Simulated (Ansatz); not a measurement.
The parent structure is BeS in the rock salt structure (space group Fm-3m, No. 225; a = 4.6293 Å; a hypothetical phase, not in the database extracts checked). Axes: x, y, z lie along the cube axes.

(Cell as relaxed with PBE.)

Levels (all Ansatz, a first-principles code, PAW): PBE (420 eV, no spin-orbit coupling); PBEsol (420 eV, no spin-orbit coupling).

Each level relaxes its own structure.

```json
[
 {"base": "volume per atom", "PBE": "12.40 Å³", "PBEsol": "12.09 Å³"},
 {"base": "lattice parameter a", "PBE": "8.748 bohr", "PBEsol": "8.674 bohr"},
 {"base": "band gap", "PBE": "0.97 eV", "PBEsol": "0.95 eV"}
]
```

Now apply this change: tensor shear ε_xz = +0.21 % (engineering shear γ = 0.0042); the atoms relax in the strained cell.

```csv
quantity,PBE,PBEsol
"pressure (mean of the normal stresses, compression positive)",0.00 GPa,?
smallest direct gap,4.12 eV,?
band gap,0.95 eV,?
electron mass,"0.97 mₑ along k, 0.29 mₑ across (at X)",?
```

Problem. What does PBEsol give?

Solution. 
- pressure (mean of the normal stresses, compression positive), PBEsol: 0.00 GPa
- smallest direct gap, PBEsol: 4.23 eV
- band gap, PBEsol: 0.92 eV
- electron mass, PBEsol: 1.0 mₑ along k, 0.29 mₑ across (at X)

PBE's smallest direct gap lies 0.11 eV below PBEsol's; PBE's band gap lies 0.024 eV above PBEsol's; the two agree on the pressure. Neither level is exact; PBEsol is the comparison here, not a measurement.

Effective masses come from finite differences of ±0.01 Å⁻¹. Along k means along the line from Γ to the band edge. Whether these cells are dynamically stable was not tested.
